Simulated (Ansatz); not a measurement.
**Effect of uniaxial strain ε_zz = +0.39 % on Cs2AgBiBr6**

Start from Cs$_{2}$AgBiBr$_{6}$ (space group Fm-3m, No. 225; a = 11.343 Å). Axes: x, y, z lie along the cube axes.

Modification: uniaxial strain ε_zz = +0.39 %, all other strain components held at zero; the atoms relax in the strained cell.

All numbers come from r2SCAN in Ansatz (plane waves to 500 eV, PAW, no spin-orbit coupling). Γ-centred 5×5×5 mesh, Fermi–Dirac width 0.05 eV.

| quantity | base | changed | shift |
|---|---|---|---|
| volume per atom | 36.49 Å³ | 36.63 Å³ | +0.14 Å³ |
| space group | Fm-3m (No. 225) | I4/mmm (No. 139) | – |
| shortest interatomic distance | 2.814 Å | 2.813 Å | -0.001 Å |
| energy relative to the base (free energy F) | 0 meV/atom | +0.1 meV/atom | +0.1 meV/atom |
| pressure (mean of the normal stresses, compression positive) | 0.00 GPa | -0.09 GPa | -0.09 GPa |
| band gap | 1.67 eV | 1.67 eV | 0.00 eV |
| gap character | – | indirect, X → N | – |
| smallest direct gap | 2.70 eV | 2.70 eV | -0.006 eV |
| electron mass | 0.36 mₑ along k, 0.27 mₑ across (at L) | 0.36 mₑ along k, 0.27 mₑ across (at L) | – |
| hole mass | 0.20 mₑ along k, 0.76 mₑ across (at X) | 0.20 mₑ along x, 0.70 mₑ along y, 0.83 mₑ along z (at X) | – |
| valley order (the lowest conduction-band minima on the path, energy above the VBM, named in the base's zone) | – | L along [1-11] 1.67 eV; a point along [1-10], about 0.3 Å⁻¹ from Γ 2.34 eV | – |
| stress (xx, yy, zz, yz, xz, xy; compression positive) | – | (-0.06, -0.06, -0.15, 0.00, 0.00, 0.00) GPa | – |

Cost of the whole job for the changed cell (relaxation, final SCF and bands): about 3 core-minutes (a rough figure).

Spin-orbit coupling, missing from the scalar runs, can matter with Bi. Effective masses come from finite differences of ±0.01 Å⁻¹. Along k means along the line from Γ to the band edge. No phonon test of stability was made. k-point labels follow each cell's own Brillouin zone.

Ansatz is a quantum-chemistry and plane-wave program.
